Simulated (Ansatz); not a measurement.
**LiC (space group Immm, No. 71)**

```yaml
crystal:
  lattice:
    - [-1.78656, 2.40250, 2.65229]
    - [1.78656, -2.40250, 2.65229]
    - [1.78656, 2.40250, -2.65229]
  atoms:
    - { symbol: Li, position: [0.73857, 0.23857, 0.50000] }
    - { symbol: Li, position: [0.26143, 0.76143, 0.50000] }
    - { symbol: C, position: [0.86921, 0.00000, 0.86921] }
    - { symbol: C, position: [0.13079, 0.00000, 0.13079] }
```

Method: DFT with PBEsol, PAW potentials and a 420 eV plane-wave cutoff in Ansatz (a program for electronic structure), scalar-relativistic without spin-orbit coupling. k-mesh 11×11×11 (Γ-centred); smearing 0.05 eV (Fermi–Dirac).

- Volume per atom = 11.38 Å³
- Density = 1.38 g/cm³
- Band gap = 3.16 eV, indirect, W → Γ
- Electron mass = 1.3 mₑ along a, 0.42 mₑ along b, 0.46 mₑ along c
- Lowest conduction-band minima above the VBM = Γ 3.16 eV; R (0, 1/2, 0) 3.37 eV; T (0, 0, 1/2) 3.37 eV
- Total energy = -224.779 eV/atom (σ→0; compares only within this code and set-up)

Effective masses come from finite differences of ±0.01 Å⁻¹. Stability against distortions was not tested.
